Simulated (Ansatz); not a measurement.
Consider SiO2 (space group P3_221, No. 154; a = 4.9204 Å, c = 5.4163 Å).

Calculations: r2SCAN in Ansatz (plane waves to 500 eV, PAW, no spin-orbit coupling), earlier PAW set.

Base values:

Lattice parameter a: 9.298 bohr
Smallest direct gap: 6.91 eV
Band gap: 6.60 eV
Gap character: indirect, K → Γ

One thing is altered: a hydrostatic pressure of 30 GPa.

Question: How does this affect the lattice parameter a, smallest direct gap, band gap and gap character?

Answer: The lattice parameter a shrinks by 1.188 bohr to 8.110 bohr; the smallest direct gap increases by 1.09 eV to 8.00 eV; the band gap increases by 1.24 eV, from 6.60 eV to 7.84 eV; the gap character changes from indirect, K → Γ to indirect, M → Γ.

Load acts through the strain it causes; cell and atoms are relaxed under it. Stability against distortions was not tested. No other phases were tried under pressure.

Ansatz is a first-principles code.
